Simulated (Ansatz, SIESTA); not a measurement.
**Code comparison for Sc (P6_3/mmc, 4 atoms in the cell)**

Relaxation of cell and atoms.

```
Sc
1.0
    3.22198     0.00000     0.00000
   -1.61099     2.79031     0.00000
    0.00000     0.00000    10.36672
Sc
4
Direct
  0.00000   0.00000   0.00000
  0.00000   0.00000   0.50000
  0.33333   0.66667   0.25000
  0.66667   0.33333   0.75000
```

Shared settings, as Ansatz (a first-principles code) writes them: kpoints.mp_grid.grid = 8 8 3; scf.occupations.method = fermi_dirac; scf.occupations.width = 0.0073 Ry. Potentials and cutoffs stand in the table.

```json
[
 {"code": "SIESTA", "model": "GGA PBE, numerical atomic orbitals DZP, PseudoDojo PBE standard norm-conserving potentials (rewritten from UPF to PSML)", "final volume (Å³/atom)": "24.04", "cutoff": "grid 300 Ry"},
 {"code": "Ansatz", "model": "PBE, default PAW files", "final volume (Å³/atom)": "24.73", "cutoff": "30.9 Ry"}
]
```

The spread over the programs that give each value: final volume within 0.69 Å³/atom.

SIESTA uses small atom-centred bases, whose incompleteness enters pressures, forces and empty levels differently from a plane-wave cutoff. The programs treat the finite-basis stress differently while the cell relaxes: Ansatz adds an estimate of it.

The starting cell was generated: these elements placed on a structure prototype, without a prior relaxation; it need not be a known phase or ordering of this composition. Its lattice was rescaled by a random factor within 2.5 % of one.

Keys are those of Ansatz 0.2.
